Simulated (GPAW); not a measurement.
A relaxation of cell and atoms of PtS2 (P-3m1, 3 atoms in the cell) with GPAW.

Level of theory: PBE, GPAW PAW datasets PBE (gpaw-data 1.0.1) (plane waves; GPAW 25.7.0).

```xyz
3
Lattice="1.7911 -3.1022 0.0000 1.7911 3.1022 0.0000 0.0000 0.0000 5.1000" Properties=species:S:1:pos:R:3 pbc="T T T"
Pt     0.0000     0.0000     0.0000
S      1.7911     1.0341     1.1730
S      1.7911    -1.0341     3.9270
```

Reference input (self-consistent single point, DFT PBE, plane waves, GPAW PAW datasets PBE (gpaw-data 1.0.1)): mode = pw; ecut = 600 eV; xc = PBE; kpts = 6 6 4; mesh shift (steps) = 0 0 0; occupations.name = fermi-dirac; occupations.width = 0.02 eV; nbands = -6; convergence.forces = 0.001 eV/Å; convergence.bands = -4; symmetry.symmorphic = false; symmetry.tolerance = 0.0005. This run's input differs from it in these lines:

```diff
@@ -1,2 +1,4 @@
 from ase import Atoms
+from ase.filters import FrechetCellFilter
+from ase.optimize import LBFGS
 from ase.units import GPa
@@ -18,3 +20,3 @@
             nbands=-6,
-            convergence={'forces': 0.001, 'bands': -4},
+            convergence={'forces': 0.001, 'density': 1e-05, 'bands': -4},
             symmetry={'symmorphic': False, 'tolerance': 0.0005},
@@ -24,2 +26,10 @@
 atoms.calc = calc
+
+target = FrechetCellFilter(atoms)
+
+opt = LBFGS(target, logfile='-')
+converged = opt.run(fmax=0.03, steps=40)
+print('Relaxation converged:', converged)
+print('Cell:', atoms.cell.cellpar().round(4))
+print(atoms.get_scaled_positions().round(5))
```

Output (repeated stretches shortened):

```
     iter     time        total  log10-change:
                         energy   eigst   dens  force
iter:   1 --:--:--   -16.980578   +0.54
iter:   2 --:--:--   -16.600483   -0.60  -1.27
iter:   3 --:--:--   -15.731475   -1.13  -1.30
iter:   4 --:--:--   -15.703590   -2.31  -1.47
iter:   5 --:--:--   -15.650345   -1.92  -1.52
iter:   6 --:--:--   -15.655859   -2.58  -1.99
iter:   7 --:--:--   -15.639262   -2.03  -2.02
iter:   8 --:--:--   -15.623235   -2.98  -2.09
iter:   9 --:--:--   -15.623061   -4.12  -2.84
iter:  10 --:--:--   -15.622985c  -3.10  -2.66
iter:  11 --:--:--   -15.622292c  -4.49  -2.79
   [... lines left out ...]
iter:  19 --:--:--   -15.622201c  -6.64  -4.32
iter:  20 --:--:--   -15.622201c  -7.69c -4.33
iter:  21 --:--:--   -15.622201c  -8.53c -4.35
iter:  22 --:--:--   -15.622202c  -7.63c -4.34
iter:  23 --:--:--   -15.622201c  -7.04  -4.17
iter:  24 --:--:--   -15.622201c  -8.62c -4.63
iter:  25 --:--:--   -15.622201c  -7.55c -4.62
iter:  26 --:--:--   -15.622201c  -7.46c -4.78
iter:  27 --:--:--   -15.622201c  -8.03c -4.57
iter:  28 --:--:--   -15.622201c  -7.64c -4.92
iter:  29 --:--:--   -15.622201c  -8.14c -4.72
iter:  30 --:--:--   -15.622201c  -9.28c -5.09c
iter:  31 --:--:--   -15.622201c  -9.54c -5.14c -3.09c
Converged after 31 iterations.

Dipole moment: (0.000000, 0.000000, 0.000000) |e|*Ang

Energy contributions relative to reference atoms: (reference = -522090.602563)

Kinetic:         +3.616743
Potential:       -5.951130
External:        +0.000000
XC:             -13.014007
Entropy (-ST):   -0.000000
Local:           -0.273806
SIC:             +0.000000
--------------------------
Free energy:    -15.622201
Extrapolated:   -15.622201

Showing only first 2 kpts
 Kpt  Band  Eigenvalues  Occupancy
  0    12      5.82762    2.00000
  0    13      6.84048    2.00000
  0    14      9.17400    0.00000
  0    15      9.17401    0.00000

  1    12      5.72921    2.00000
  1    13      6.29897    2.00000
  1    14      9.39467    0.00000
  1    15      9.39467    0.00000

Fermi level: 7.28269

Gap: 0.879 eV
Transition (v -> c):
   [... lines left out ...]
Direct gap: 1.397 eV
Occupation numbers: Fermi-Dirac:
Atomic positions and initial magnetic moments
Free energy:    -15.643056
Fermi level: 7.16054
Gap: 0.853 eV
Direct gap: 1.381 eV
Occupation numbers: Fermi-Dirac:
Atomic positions and initial magnetic moments
Free energy:    -15.658525
   [... lines left out ...]
  0 Pt   -0.00000    0.00000    0.00000
  1 S    -0.00000    0.00000    0.00280
  2 S     0.00000   -0.00000   -0.00280

LBFGS:   14 --:--:--      -15.706643        0.005767
Relaxation converged: True
Cell: [  3.5788   3.5788   6.2601  90.      90.     120.    ]
[[0.      0.      0.     ]
 [0.33333 0.66667 0.19615]
 [0.66667 0.33333 0.80385]]
Energy (eV): -15.706643
Stress (GPa, Voigt): [ 0.0314  0.0314 -0.0399  0.      0.      0.    ]
```

The run converged. GPAW prints stress with tension positive. 

Summary of the result:
| Item | Value |
|---|---|
| Free energy E − TS (from the program's reference atoms) | -15.7066 eV |
| Top of the valence band (on the code's own zero) | 3.97 eV |
| Gap on the k-point mesh | 1.70 eV |
| Pressure | -0.01 GPa |
| Largest force (vector length) | 0.003 eV/Å |
| Final cell | a = b = 3.5788 Å, c = 6.2601 Å, α = β = 90.00°, γ = 120.00° |
| Final volume per atom | 23.15 Å³ |
| Relaxation steps | 14 |

The starting cell has typed, rounded lattice constants, without a prior relaxation at this level. Its lattice was rescaled by a random factor within 2.5 % of one. Spin-orbit coupling is off. The relaxation keeps the symmetry of its start, so its end need not be a minimum. One axis grew by 23 %: without a dispersion term the functional hardly binds the layers.

Cost on one core of a shared machine: roughly 8 min.
